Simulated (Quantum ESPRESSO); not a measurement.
A relaxation of the atoms of HfZrS6 (Pm, 8 atoms in the cell) with Quantum ESPRESSO.

Level of theory: LDA (PW92), PseudoDojo standard norm-conserving (LDA) pseudopotentials (plane waves; Quantum ESPRESSO).

Input as run:

```fortran
&control
 calculation = 'relax'
 prefix = 'pwscf'
 outdir = './tmp'
 pseudo_dir = './'
/
&system
 ibrav = 0
 nat = 8
 ntyp = 3
 ecutwfc = 70
 occupations = 'smearing'
 smearing = 'fd'
 degauss = 0.0036749
/
&electrons
 conv_thr = 1.0d-10
 mixing_beta = 0.4
/
&ions
/
ATOMIC_SPECIES
Zr    91.2240  Zr.upf
Hf   178.4900  Hf.upf
S     32.0600  S.upf
ATOMIC_POSITIONS angstrom
Zr    0.741515744    0.000000000    5.944646631
Hf    3.321422787    1.812750000    3.189054748
S     1.770047080    1.812750000    7.520850306
S     2.287493289    0.000000000    1.642461439
S    -0.289428662    1.812750000    7.517103315
S     4.355275657    0.000000000    1.642278659
S     0.743316698    1.812750000    4.072065121
S     3.319792340    0.000000000    5.027456390
K_POINTS automatic
4 5 2  0 0 0
CELL_PARAMETERS angstrom
   5.155610000     0.000000000     0.000000000
   0.000000000     3.625500000     0.000000000
  -1.093254000     0.000000000     9.139002000
```

Output, abridged:

```
     Self-consistent Calculation

     iteration #  1     ecut=    70.00 Ry     beta= 0.40

     Threshold (ethr) on eigenvalues was too large:
     Diagonalizing with lowered threshold

     total energy              =    -347.65238103 Ry
     estimated scf accuracy    <       0.33347255 Ry

     iteration #  2     ecut=    70.00 Ry     beta= 0.40

     total energy              =    -347.69792791 Ry
     estimated scf accuracy    <       0.04267141 Ry

     iteration #  3     ecut=    70.00 Ry     beta= 0.40

     total energy              =    -347.70344218 Ry
     estimated scf accuracy    <       0.02036754 Ry

   [... 10 blocks of this kind left out ...]

     iteration # 14     ecut=    70.00 Ry     beta= 0.40

     total energy              =    -347.70650978 Ry
     estimated scf accuracy    <          2.9E-10 Ry

     iteration # 15     ecut=    70.00 Ry     beta= 0.40
     End of self-consistent calculation

     the Fermi energy is     7.4305 ev

!    total energy              =    -347.70650978 Ry
     estimated scf accuracy    <          2.4E-11 Ry
     smearing contrib. (-TS)   =      -0.00000067 Ry
     internal energy E=F+TS    =    -347.70650911 Ry

     convergence has been achieved in  15 iterations

     Forces acting on atoms (cartesian axes, Ry/au):

     atom    1 type  1   force =     0.00003801    0.00000000   -0.00008187
     atom    2 type  2   force =     0.00018235    0.00000000   -0.00014730
     atom    3 type  3   force =     0.00475497    0.00000000   -0.00925458
     atom    4 type  3   force =    -0.00485535    0.00000000    0.00995055
     atom    5 type  3   force =    -0.00455571    0.00000000   -0.01009912
   [... lines left out ...]
     Total force =     0.022617     Total SCF correction =     0.000017
     the Fermi energy is     7.4249 ev
!    total energy              =    -347.70937173 Ry
     Total force =     0.001783     Total SCF correction =     0.000002
     bfgs converged in  10 scf cycles and   9 bfgs steps
     Final energy             =    -347.7093717298 Ry
   [... lines left out ...]
S                2.2818496045        0.0000000000        1.7121171853
S               -0.2951972773        1.8127500000        7.4400140482
S                4.3611598591        0.0000000000        1.7208454289
S                0.7428352894        1.8127500000        4.0640401693
S                3.3203830730        0.0000000000        5.0348932718
End final coordinates

   JOB DONE.
```

The run converged.  The full log also holds: “WARNING: bfgs curvature condition failed, Theta= 0.976”.

Summary of the result:
```
Item                                                      Value
------------------------------------------------  -------------
Free energy E − TS                                -4730.8270 eV
Top of the valence band (on the code's own zero)        6.91 eV
Gap on the k-point mesh                                 0.99 eV
Largest force (vector length)                        0.022 eV/Å
Relaxation steps                                              9
```

The starting cell comes from a database of computed structures (which also holds hypothetical and non-ambient phases and stackings), without a prior relaxation at this level. Spin-orbit coupling is off.

Cost on one core of a shared machine: roughly 20 min.
